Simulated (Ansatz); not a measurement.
```
CELL_PARAMETERS angstrom
      0.00000     4.36776     4.52613
      4.36891    -0.00123     4.52734
      4.36891     4.36899    -0.00121
ATOMIC_POSITIONS crystal
  Ta 0.01590 0.01245 0.98755
  Nb 0.01612 0.01624 0.48236
  Ta 0.98564 0.48592 0.01570
  Ta 0.98300 0.48631 0.51369
  Nb 0.48413 0.98475 0.01525
  Ta 0.48726 0.98430 0.51408
  Nb 0.51472 0.51764 0.98376
  Nb 0.51516 0.51430 0.48570
  N  0.26424 0.26742 0.23689
  N  0.25972 0.26589 0.73411
  N  0.23036 0.73283 0.26717
  N  0.23115 0.73677 0.76757
  N  0.73549 0.23243 0.26323
  N  0.73965 0.23323 0.76677
  N  0.76891 0.76639 0.23361
  N  0.76855 0.76311 0.73258
```

The mixing enthalpy is taken against the end members in the rock salt type (which need not be the stable form of NbN and TaN), relaxed in the same cell and mesh, with NbN and TaN held in the symmetric form, which may not be a minimum.

Level of theory: PBE (plane waves to 420 eV, PAW; Ansatz, a program for electronic structure). Scalar-relativistic, without spin–orbit coupling; the runs are not spin-polarised. Its k-point mesh 5×5×5, Fermi–Dirac width 0.05 eV.

Task: Give the composition and order of this alloy cell, and its volume, bond lengths and mixing enthalpy.

Result: A 16-atom cell of (Nb,Ta)N started in the rock salt structure, site fractions Nb 0.500, Ta 0.500, short-range order -0.17 in the first shell of the mixed sites (0 is random, a negative value favours unlike neighbours), space group Cm at the end.
```
Quantity                                                                                               Result
----------------------------------------------------------  -------------------------------------------------
volume per atom                                                                                      10.80 Å³
N–Ta bonds                                                       2.212 Å on average, from 2.179 to 2.280 (24)
N–Nb bonds                                                       2.233 Å on average, from 2.201 to 2.290 (24)
mixing enthalpy per site of the mixed sublattice                                                     -114 meV
departure of the mean lattice parameter from Vegard's line  under 0.15 %, inside the noise of the relaxations
```
